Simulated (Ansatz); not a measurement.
**How far to go with the plane-wave cutoff: Bi (R-3m, 2 atoms in the cell)**

```yaml
crystal:
  lattice:
    - [4.14499, -2.26363, 0.00000]
    - [4.14499, 2.26363, 0.00000]
    - [2.90880, 0.00000, 3.72073]
  atoms:
    - { symbol: Bi, position: [0.23824, 0.23824, 0.23824] }
    - { symbol: Bi, position: [0.76600, 0.76600, 0.76600] }
```

Level of theory: PBEsol, default PAW files made with PBE (plane waves; Ansatz, an electronic-structure program).

Base settings: basis.ecutwfc = 420 eV; kpoints.mp_grid.grid = 9 9 9; hamiltonian.xc = pbesol; hamiltonian.pseudopotentials = {kind: paw} (the program's default PAW files); scf.occupations.method = gaussian; scf.occupations.width = 0.1 eV.

The second cell is the first with its lattice scaled by 0.98.

The mesh stays at the base's, so the ladder's end is converged at best in this setting alone.

The first pressure column holds Ansatz's estimate of the finite-basis (Pulay) stress, which hides part of the cutoff error; the other is without it.

Only quantities that move along the ladder and can be compared are tabulated.

The count of work is k-points × plane waves × bands × iterations; it is no time. 

The starting cell has typed, rounded lattice constants, without a prior relaxation at this level. Its lattice was rescaled by up to half a per cent. One atom was moved a little off its site on purpose.

| basis.ecutwfc | free energy less the last step's (meV/atom) | energy of the compressed cell less the first (meV/atom) | pressure (GPa) | pressure without the Pulay estimate (GPa) | largest difference of a force vector from the last step's (eV/Å) | count of work / last |
|---|---|---|---|---|---|---|
| 145 eV | 83164.20 | -119.17 | -5.01 | -1439.34 | 2.176 | 0.064 |
| 170 eV | 30690.30 | -101.12 | -0.60 | -644.63 | 0.959 | 0.076 |
| 190 eV | 13618.96 | 37.14 | -0.81 | -323.94 | 0.094 | 0.080 |
| 210 eV | 5969.73 | 25.07 | 0.30 | -159.74 | 0.319 | 0.097 |
| 230 eV | 2546.10 | 21.02 | 0.08 | -77.17 | 0.312 | 0.11 |
| 250 eV | 1057.15 | 14.83 | -0.23 | -36.69 | 0.128 | 0.12 |
| 295 eV | 117.62 | 14.59 | -0.53 | -6.15 | 0.013 | 0.14 |
| 335 eV | 12.34 | 13.47 | -0.53 | -1.26 | 0.003 | 0.19 |
| 380 eV | 2.25 | 13.46 | -0.53 | -0.56 | 0.000 | 0.23 |
| 420 eV | 1.53 | 13.43 | -0.54 | -0.56 | 0.000 | 0.26 |
| 460 eV | 0.78 | 13.41 | -0.54 | -0.56 | 0.000 | 0.30 |
| 505 eV | 0.39 | 13.41 | -0.54 | -0.54 | 0.000 | 0.35 |
| 565 eV | 0.27 | 13.40 | -0.54 | -0.54 | 0.000 | 0.42 |
| 630 eV | 0.18 | 13.40 | -0.54 | -0.54 | 0.000 | 0.42 |
| 735 eV | 0.15 | 13.40 | -0.54 | -0.54 | 0.000 | 0.53 |
| 840 eV | 0.07 | 13.40 | -0.54 | -0.54 | 0.000 | 0.65 |
| 1010 eV | 0.00 | 13.40 | -0.54 | -0.54 | 0.000 | 1.0 |

Coarsest basis.ecutwfc that holds the free energy within 5 meV/atom of the last step, with all finer ones: 380 eV, at 0.23 of the last step's count of work; the step before is off by 12 meV/atom.

Coarsest basis.ecutwfc that holds the pressure without the Pulay estimate within 0.2 GPa of the last step, with all finer ones: 380 eV, at 0.23 of the last step's count of work; the step before is off by 0.73 GPa.

Coarsest basis.ecutwfc that holds the forces within 0.02 eV/Å of the last step, with all finer ones: 295 eV, at 0.14 of the last step's count of work; the step before is off by 0.13 eV/Å.

The energy difference between the two cells stays within 1 meV/atom of the last step's from 335 eV on, the total only from 460 eV on: much of the error is common to both cells and cancels.

At the lowest cutoff the pressure without the Pulay estimate lies 1440 GPa under the last step's, the usual sign of Pulay stress in an incomplete plane-wave basis.

Keys are those of Ansatz 0.2.
